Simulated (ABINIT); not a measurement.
ABINIT run on CaSe (Fm-3m, 2 atoms in the cell): self-consistent single point.

Method: LDA (PW92), norm-conserving pseudopotentials (PseudoDojo nc-sr-04 LDA standard) (plane waves; ABINIT).

```
CELL_PARAMETERS angstrom
      0.00000     3.04004     3.04004
      3.04004     0.00000     3.04004
      3.04004     3.04004     0.00000
ATOMIC_POSITIONS crystal
  Ca 0.00000 0.00000 0.00000
  Se 0.50000 0.50000 0.50000
```

Reference input (self-consistent single point, DFT, PBE, plane waves, norm-conserving pseudopotentials (PseudoDojo nc-sr-05 PBE standard)): pseudos = [Ca.upf, Se.upf]; ecut = 43 Ha; ixc = 11; occopt = 1; ngkpt = 6 6 6; nshiftk = 1; shiftk = 0 0 0; potentials = PseudoDojo nc-sr-05 PBE standard; nband = 15; kptopt = 1; nstep = 80; tolvrs = 1e-10. This run's input differs from it in these lines:

```diff
@@ -1,2 +1,2 @@
-# CaSe, PseudoDojo nc-sr-05 PBE standard
+# CaSe, PseudoDojo nc-sr-04 LDA standard
 pp_dirpath "./"
@@ -16,3 +16,3 @@
 ecut 43
-ixc 11
+ixc 7
 occopt 1
```

Its files differ too (potentials: PseudoDojo nc-sr-05 PBE standard → PseudoDojo nc-sr-04 LDA standard).

The program printed (abridged):

```
--- !BeginCycle
solver: {iscf: 7, nstep: 80, nline: 4, wfoptalg: 0, }
tolerances: {tolvrs: 1.00E-10, }
...

     iter   Etot(hartree)      deltaE(h)  residm     vres2
 ETOT  1  -158.49612110202    -1.585E+02 2.495E+00 2.006E+02
 ETOT  2  -159.93384115548    -1.438E+00 3.766E-02 7.459E+02
 ETOT  3  -159.98530986623    -5.147E-02 5.569E-03 2.030E+02
 ETOT  4  -160.00341967986    -1.811E-02 6.115E-03 1.218E+01
 ETOT  5  -160.00468343783    -1.264E-03 3.709E-03 5.008E-02
   [... 6 lines left out ...]
 ETOT 12  -160.00469940999    -4.209E-11 2.097E-04 4.671E-10
 ETOT 13  -160.00469941002    -2.822E-11 2.802E-04 1.496E-09
 ETOT 14  -160.00469941003    -3.809E-12 1.476E-04 1.444E-10
 ETOT 15  -160.00469941001     1.941E-11 1.862E-04 1.805E-13
 At SCF step   15       vres2   =  1.80E-13 < tolvrs=  1.00E-10 =>converged.

 Cartesian components of stress tensor (hartree/bohr^3)
  sigma(1 1)=  2.10826490E-04  sigma(3 2)=  0.00000000E+00
  sigma(2 2)=  2.10826490E-04  sigma(3 1)=  0.00000000E+00
  sigma(3 3)=  2.10826490E-04  sigma(2 1)=  0.00000000E+00

 ----iterations are completed or convergence reached----

 reduced coordinates (array xred) for    2 atoms
       0.000000000000      0.000000000000      0.000000000000
       0.500000000000      0.500000000000      0.500000000000
 cartesian forces (eV/Angstrom) at end:
    1     -0.00000000000000    -0.00000000000000    -0.00000000000000
    2     -0.00000000000000    -0.00000000000000    -0.00000000000000
 frms,max,avg= 0.0000000E+00 0.0000000E+00   0.000E+00  0.000E+00  0.000E+00 e/A
   [... lines left out ...]
 Fermi (or HOMO) energy (hartree) =   0.11983   Average Vxc (hartree)=  -0.35109
 Fermi (or HOMO) energy (eV) =   3.26075   Average Vxc (eV)=  -9.55360
   [... lines left out ...]
total_energy        : -1.60004699410006E+02
total_energy_eV     : -4.35394929504958E+03
band_energy         : -2.24605775293723E+01
...

-Cartesian components of stress tensor (GPa)         [Pressure= -6.2027E+00 GPa]
- sigma(1 1)=  6.20272843E+00  sigma(3 2)=  0.00000000E+00
- sigma(2 2)=  6.20272843E+00  sigma(3 1)=  0.00000000E+00
- sigma(3 3)=  6.20272843E+00  sigma(2 1)=  0.00000000E+00

 Calculation completed.
```

The run converged in 15 iterations. Against the reference run the pressure goes from -2.60 to -6.20 GPa and the gap on the mesh goes from 2.205 to 2.053 eV.

The starting cell comes from a database of computed structures (which also holds hypothetical and non-ambient phases and stackings), without a prior relaxation at this level. Its lattice was rescaled by a random factor within 2.5 % of one. With a pressure of about -6 GPa the cell is away from its equilibrium volume at this level.

Cost on one core of a shared machine: roughly 60 s.
